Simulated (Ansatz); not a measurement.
The reference is SiO2 in the rutile structure (space group P4_2/mnm, No. 136; a = 4.1945 Å, c = 2.6785 Å).

The values are results of DFT with PBEsol, PAW potentials and a 420 eV plane-wave cutoff in Ansatz (an electronic-structure program), no spin-orbit coupling, not measurements.

Base values:

- Lattice parameter a: 4.195 Å
- Electron mass: 0.37 mₑ along c, 0.47 mₑ across (at Γ)
- Hole mass: 1.8 mₑ along c, 1.1 mₑ across (at Γ)

The change: a hydrostatic pressure of 0.9 GPa.

Problem. What happens to the lattice parameter a?

Solution. The lattice parameter a falls by 0.0053 Å, from 4.195 Å to 4.189 Å.

Problem. How does this affect the electron mass?

Solution. The electron mass goes from 0.37 mₑ along c, 0.47 mₑ across (at Γ) to 0.37 mₑ along c, 0.48 mₑ across (at Γ).

Problem. What happens to the hole mass?

Solution. The hole mass remains 1.8 mₑ along c, 1.1 mₑ across (at Γ).

The levels and masses belong to the bands next to the band gap. Load acts through the strain it causes; cell and atoms are relaxed under it. Effective masses come from finite differences of ±0.01 Å⁻¹. Whether these cells are dynamically stable was not tested.
